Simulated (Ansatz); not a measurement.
Ansatz (a quantum-chemistry and plane-wave program) run on CsZn4P3 (P4mm, 8 atoms in the cell): self-consistent single point.

Method: PBEsol, harder PAW files (source: ansatz) made with PBE (plane waves; Ansatz).

```yaml
crystal:
  lattice:
    - [4.07464, 0.00000, 0.00000]
    - [0.00000, 4.07464, 0.00000]
    - [0.00000, 0.00000, 10.48461]
  atoms:
    - { symbol: Cs, position: [0.00000, 0.00000, 0.50477] }
    - { symbol: Zn, position: [0.50000, 0.00000, 0.84844] }
    - { symbol: Zn, position: [0.50000, 0.00000, 0.15156] }
    - { symbol: Zn, position: [0.00000, 0.50000, 0.84844] }
    - { symbol: Zn, position: [0.00000, 0.50000, 0.15156] }
    - { symbol: P, position: [0.50000, 0.50000, 0.72670] }
    - { symbol: P, position: [0.50000, 0.50000, 0.27330] }
    - { symbol: P, position: [0.00000, 0.00000, 0.00000] }
```

Reference input (self-consistent single point, DFT, PBEsol, plane waves, default PAW files made with PBE): basis.ecutwfc = 420 eV; kpoints.mp_grid.grid = 5 5 2; hamiltonian.xc = pbesol; hamiltonian.pseudopotentials = {kind: paw} (the program's default PAW files); scf.occupations.method = fermi_dirac; scf.occupations.width = 0.136 eV. This run's input differs from it in these lines:

Ansatz 0.2 input:
```diff
@@ -16,3 +16,3 @@
 basis:
-  ecutwfc: 420.0
+  ecutwfc: 660.0
 kpoints:
@@ -24,2 +24,3 @@
     kind: paw
+    source: ansatz
 scf:
```

The program printed (abridged):

```
SCF iter   1: F=—  HF=-37616.099068 eV  |F-HF|=—  |Δ(HF+E_count)|=         —  Δρ=5.36e-2  dr2=2.73e1  ethr=3.10e-3  ⟨swp⟩=20.8  Hψ=6394  notcnv=0
all-band conjugate gradients solve this SCF's bands
preconditioner: auto → LDOS
SCF iter   2: F=—  HF=-37613.067643 eV  |F-HF|=—  |Δ(HF+E_count)|=    3.03e0  Δρ=4.20e-2  dr2=4.36e0  ethr=3.10e-3  ⟨swp⟩=9.2  Hψ=2856  notcnv=0  defer=3
   [... lines left out ...]
SCF iter   7: F=—  HF=-37611.826796 eV  |F-HF|=—  |Δ(HF+E_count)|=   2.45e-5  Δρ=1.18e-4  dr2=2.22e-5  ethr=1.61e-7  ⟨swp⟩=3.6  Hψ=1616  notcnv=0  defer=16
SCF iter   8: F=—  HF=-37611.826889 eV  |F-HF|=—  |Δ(HF+E_count)|=   9.29e-5  Δρ=4.42e-5  dr2=2.09e-6  ethr=2.14e-8  ⟨swp⟩=3.4  Hψ=1544  notcnv=0  defer=16
SCF iter   9: F=—  HF=-37611.826888 eV  |F-HF|=—  |Δ(HF+E_count)|=   3.35e-7  Δρ=1.07e-5  dr2=1.13e-7  ethr=2.01e-9  ⟨swp⟩=3.5  Hψ=1671  notcnv=0  defer=16
SCF iter  10: F=-37611.826888 eV  HF=-37611.826888 eV  |F-HF|=1.14e-8  |Δ(HF+E_count)|=   4.98e-8  Δρ=4.32e-6  dr2=2.17e-8  ethr=9.62e-11  ⟨swp⟩=23.9  Hψ=6137  notcnv=0
SCF 1 converged in 10 iterations: F = -37611.826888 eV  dr2 = 2.17e-8
Free energy (F): -37611.826888 eV
Internal energy: -37611.792501 eV  (E = F + TS)
E sigma→0 (E₀):  -37611.809695 eV
Entropy (-TS):   -0.034387 eV (-4.298 meV/atom)
Fermi energy:    8.628185 eV
--- Forces (eV/Å), atoms counted from 1 ---
  atom   1  Cs     0.00000000     0.00000000    -0.06369763
  atom   2  Zn     0.00000000     0.00000000     0.14642586
  atom   3  Zn     0.00000000     0.00000000    -0.09789112
  atom   4  Zn     0.00000000     0.00000000     0.14642586
  atom   5  Zn     0.00000000     0.00000000    -0.09789112
  atom   6  P     -0.00000000     0.00000000     0.06842726
  atom   7  P     -0.00000000     0.00000000    -0.06988445
  atom   8  P     -0.00000000     0.00000000    -0.03195597
--- Stress (GPa, compression-positive) ---
       -1.953662       0.000000      -0.000000
        0.000000      -1.953662       0.000000
       -0.000000       0.000000      -2.651847
  P = ⅓ Tr σ = -2.1864 GPa (-21.864 kbar)
  The stress holds the Pulay correction. Without it, at fixed plane waves, as pw.x and ABINIT print it: P = -2.1891 GPa
```

The run converged in 10 iterations. Against the reference run the pressure stays at -2.19 GPa and the largest force moves little (0.147 to 0.146 eV/Å).

The starting cell comes from a database of computed structures (which also holds hypothetical and non-ambient phases and stackings), without a prior relaxation at this level. Its lattice was rescaled by up to half a per cent. One atom was moved a little off its site on purpose. Ansatz's pressure includes its estimate of the finite-basis (Pulay) stress. A gap is left out here, as mesh or smearing make it unsure.

Cost on one core of a shared machine: roughly 40 s.
